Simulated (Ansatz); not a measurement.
Consider GaAs in the rock salt structure (space group Fm-3m, No. 225; a = 5.329 Å; a hypothetical phase, not in the database extracts checked).

Calculations: r2SCAN, PAW, 500 eV (Ansatz, a program for electronic structure; no spin-orbit coupling).

Base values:

```
Property   Result
--------  -------
Pressure  0.0 GPa
Band gap     zero
```

The change: an isotropic linear strain of +5.47 %; the atoms relax in the strained cell.

Predict the new energy relative to the base.

The energy goes up by 107 meV/atom.

What happens to the pressure?

The pressure goes from zero to -9.0 GPa.

Predict the new band gap.

The band gap stays zero.

No phonon test of stability was made. All final runs are without spin polarisation.
